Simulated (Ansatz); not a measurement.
## A computed series for ZrO2: pressure series

Start from ZrO$_{2}$ (space group P4_2/nmc, No. 137).

Space group P4₂/nmc, origin choice 1 (No. 137); a = b = 3.584 Å, c = 5.177 Å, α = β = γ = 90.00°

```json
[
 {"atom": "Zr", "site": "2a", "symmetry": "-4m2", "x": "0.0000", "y": "0.0000", "z": "0.0000"},
 {"atom": "O", "site": "4d", "symmetry": "2mm.", "x": "0.0000", "y": "0.5000", "z": "0.2015"}
]
```

Cell and atoms are relaxed at each pressure.

Levels (all Ansatz, a program for electronic structure, PAW): PBEsol (420 eV, scalar-relativistic without spin-orbit coupling); r2SCAN (500 eV, no spin-orbit coupling); HSE06 (420 eV, no spin-orbit coupling).

Band gaps by level, all at the geometries relaxed with PBEsol:

| case | PBEsol | r2SCAN | HSE06 |
|---|---|---|---|
| base | 4.00 eV | 4.61 eV | 5.73 eV |
| pressure −1 GPa | 3.99 eV | 4.61 eV | 5.72 eV |
| pressure 2.1 GPa | 4.00 eV | 4.62 eV | 5.73 eV |
| pressure 4.5 GPa | 4.00 eV | 4.62 eV | 5.72 eV |
| pressure 9 GPa | 3.97 eV | 4.60 eV | 5.70 eV |
| pressure 15 GPa | 3.94 eV | 4.57 eV | 5.68 eV |
| pressure 22.5 GPa | 3.85 eV | 4.48 eV | 5.59 eV |
| pressure 30 GPa | 3.73 eV | 4.37 eV | 5.48 eV |

Single points use the geometry relaxed with PBEsol. HSE06 gaps are upper bounds (no full band path). Load acts through the strain it causes; cell and atoms are relaxed under it. Stability against distortions was not tested. Competing high-pressure phases were not computed. This is not the structure that ZrO2 has at room temperature and ambient pressure.
